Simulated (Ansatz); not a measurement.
# MgO, response to strain

The parent structure is MgO in the rock salt structure (space group Fm-3m, No. 225; a = 4.204 Å). Axes: x, y, z lie along the cube axes.

Strains are applied to the cell and any free atomic positions relax.

Method: r2SCAN, PAW, 500 eV (Ansatz, an electronic-structure program; scalar-relativistic without spin-orbit coupling).

Notes on the quantities. pressure: mean of the normal stresses, compression positive.

| change | hole mass | band gap | volume per atom | pressure |
|---|---|---|---|---|
| base | – | 5.68 eV | 9.29 Å³ | 0.00 GPa |
| uniaxial strain ε_zz = +0.50 % | 0.42 mₑ along z, 2.2 mₑ across (at Γ) | 5.63 eV | 9.34 Å³ | -0.81 GPa |
| uniaxial strain ε_zz = +1.00 % | 0.41 mₑ along z, 2.1 mₑ across (at Γ) | 5.57 eV | 9.38 Å³ | -1.59 GPa |
| uniaxial strain ε_zz = +1.50 % | 0.41 mₑ along z, 2.1 mₑ across (at Γ) | 5.51 eV | 9.43 Å³ | -2.33 GPa |
| uniaxial strain ε_zz = +2.00 % | 0.40 mₑ along z, 2.1 mₑ across (at Γ) | 5.45 eV | 9.48 Å³ | -3.04 GPa |
| uniaxial strain ε_zz = +2.50 % | 0.40 mₑ along z, 2.2 mₑ across (at Γ) | 5.40 eV | 9.52 Å³ | -3.72 GPa |
| uniaxial strain ε_zz = +3.00 % | 0.39 mₑ along z, 2.2 mₑ across (at Γ) | 5.34 eV | 9.57 Å³ | -4.37 GPa |

Effective masses come from finite differences of ±0.01 Å⁻¹. Stability against distortions was not tested.
